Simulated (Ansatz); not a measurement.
Bond-angle distributions (per cent of the angles at each element, bins of 10°) of a relaxed model of amorphous IGZO (In6Ga12Zn9O35) at 5.78 g/cm³. Level of theory: PBE, scalar-relativistic without spin-orbit coupling (plane waves to 420 eV, PAW; Ansatz, a program for electronic structure). The usual formal charges leave 2 electrons over, so the level spacing at the Fermi energy parts defect or band states and needn't be the band gap.

It comes from a melt-quench run on a machine-learned potential (CHGNet), relaxed afterwards by DFT. O atoms were pushed apart under 1.9 Å during the dynamics, to hinder bonds among them. The hot cell started wider than the set density and was brought back towards it in steps. It is the lowest in DFT energy of 4 quenches. It is a model cell: composition and starting density were chosen by hand, and all elements were melted together. No dispersion term was used. Its density started from a set value of 5.78 and ended at 5.78 g/cm³. Cooling (nominally 260 K/ps over its main leg) ran many orders faster than in experiment, which tends to leave more defects and strain. One small periodic cell is one sample of the glass; other quenches scatter about these values. The volume was held where the preparation left it, at a PBE pressure of 2.7 GPa. Stress components on the final sampling reach 3.9 GPa. On a 2×2×2 Γ-centred mesh force components of up to 0.17 eV/Å stay, since the relaxation ran on the zone centre alone.

Neighbours within In-In 3.12 Å, In-Ga 2.90 Å, In-Zn 2.90 Å, In-O 2.84 Å, Ga-Ga 2.68 Å, Ga-Zn 2.68 Å, Ga-O 2.50 Å, Zn-Zn 2.68 Å, Zn-O 2.50 Å, O-O 1.58 Å count as bonded. Two cations that share two anions don't count as bonded, nor two that share one unless they lie closer than In-In 3.04 Å, In-Ga 2.82 Å, In-Zn 2.82 Å, Ga-Ga 2.61 Å, Ga-Zn 2.61 Å, Zn-Zn 2.61 Å.

```json
[
 {"angle (°)": "50-60", "at In": "0", "at Ga": "0", "at Zn": "0"},
 {"angle (°)": "60-70", "at In": "6", "at Ga": "0", "at Zn": "0"},
 {"angle (°)": "70-80", "at In": "17", "at Ga": "2", "at Zn": "7"},
 {"angle (°)": "80-90", "at In": "17", "at Ga": "20", "at Zn": "18"},
 {"angle (°)": "90-100", "at In": "12", "at Ga": "21", "at Zn": "24"},
 {"angle (°)": "100-110", "at In": "14", "at Ga": "24", "at Zn": "15"},
 {"angle (°)": "110-120", "at In": "8", "at Ga": "12", "at Zn": "9"},
 {"angle (°)": "120-130", "at In": "5", "at Ga": "10", "at Zn": "12"},
 {"angle (°)": "130-140", "at In": "8", "at Ga": "2", "at Zn": "7"},
 {"angle (°)": "140-150", "at In": "6", "at Ga": "2", "at Zn": "1"},
 {"angle (°)": "150-160", "at In": "1", "at Ga": "2", "at Zn": "3"},
 {"angle (°)": "160-170", "at In": "5", "at Ga": "3", "at Zn": "3"},
 {"angle (°)": "170-180", "at In": "0", "at Ga": "2", "at Zn": "0"}
]
```

They go with these counts of neighbours within the cut-offs, cation contacts included: In mean 5.5, most often 5; Ga mean 4.5, most often 4; Zn mean 4.3, most often 4.
